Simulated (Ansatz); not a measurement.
## PBE-D3(BJ) against PBEsol-D3(BJ): hypothetical P6_3/mmc SnSe2

Base system: SnSe$_{2}$ in the 2H-MoS2 type structure (space group P6_3/mmc, No. 194; a = 3.8332 Å, c = 11.5051 Å; a hypothetical phase, not in the database extracts checked; layered, stacked along the Cartesian z axis).

(Cell as relaxed with PBE-D3(BJ).)

Levels (all Ansatz, a quantum-chemistry and plane-wave program, PAW, earlier PAW set): PBE-D3(BJ) (420 eV, spin-orbit coupling left out); PBEsol-D3(BJ) (420 eV, without spin-orbit coupling).

Each level relaxes its own structure.

| quantity | PBE-D3(BJ) | PBEsol-D3(BJ) |
|---|---|---|
| volume per atom | 24.40 Å³ | ? |
| lattice parameter a | 3.833 Å | ? |
| lattice parameter c | 11.505 Å | ? |
| band gap | zero | ? |

Problem. Predict the PBEsol-D3(BJ) column.

Solution. 
- volume per atom, PBEsol-D3(BJ): 23.15 Å³
- lattice parameter a, PBEsol-D3(BJ): 3.769 Å
- lattice parameter c, PBEsol-D3(BJ): 11.291 Å
- band gap, PBEsol-D3(BJ): zero

PBE-D3(BJ)'s volume per atom lies 1.25 Å³ above PBEsol-D3(BJ)'s (5.4 %); PBE-D3(BJ)'s lattice parameter a lies 0.064 Å above PBEsol-D3(BJ)'s (1.7 %); PBE-D3(BJ)'s lattice parameter c lies 0.214 Å above PBEsol-D3(BJ)'s (1.9 %); the two agree on the band gap. Neither level is exact; PBEsol-D3(BJ) is the comparison here, not a measurement.

Whether these cells are dynamically stable was not tested. The final runs are not spin-polarised.
